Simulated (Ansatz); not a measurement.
The parent structure is TiO2 in the anatase structure (space group I4_1/amd, No. 141; a = 3.7698 Å, c = 9.5517 Å).

Method: PBEsol (Ansatz, a quantum-chemistry and plane-wave program, PAW, no spin-orbit coupling).

Base values:

| Property | Result |
|---|---|
| Band gap | 2.11 eV |
| Pressure | 0.00 GPa |
| Smallest direct gap | 2.44 eV |
| Width of the top valence band | 0.84 eV |

Perturbation: the cell is scaled by 0.9700 in all directions; the atoms relax in the strained cell.

**Question.** What happens to the band gap, pressure, smallest direct gap, width of the top valence band and energy relative to the base?

**Answer.** The band gap goes up by 0.07 eV (2.11 eV → 2.18 eV); the pressure (mean of the normal stresses, compression positive) goes from zero to 22.59 GPa; the smallest direct gap rises by 0.17 eV, from 2.44 eV to 2.61 eV; the width of the top valence band grows by 0.16 eV to 1.00 eV; the energy grows by 64 meV/atom.

Gaps are read on the SCF mesh and a high-symmetry path. Stability against distortions was not tested. All final runs are without spin polarisation.
